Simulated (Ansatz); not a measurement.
Start from Al₂O₃ in the corundum structure (space group R-3c, No. 167; a = 4.774 Å, c = 13.015 Å (hexagonal axes)).

Level of theory: PBEsol in Ansatz (plane waves to 420 eV, PAW, spin-orbit coupling left out).

Base values:

```
Quantity                               Value
---------------------  ---------------------
Band gap                             6.03 eV
Valence-band top at Γ  0.00, -0.04, -0.04 eV
Lattice parameter a                  4.774 Å
```

Perturbation: a hydrostatic pressure of 0.9 GPa.

Question: Predict the new band gap, valence-band top at Γ and lattice parameter a.

Answer: The band gap rises by 0.04 eV to 6.07 eV; the valence-band top at Γ (three highest levels, from the VBM) is still 0.00, -0.04, -0.04 eV; the lattice parameter a shrinks by 0.006 Å, from 4.774 Å to 4.768 Å.

Load acts through the strain it causes; cell and atoms are relaxed under it. Whether these cells are dynamically stable was not tested.

Ansatz is a first-principles code.
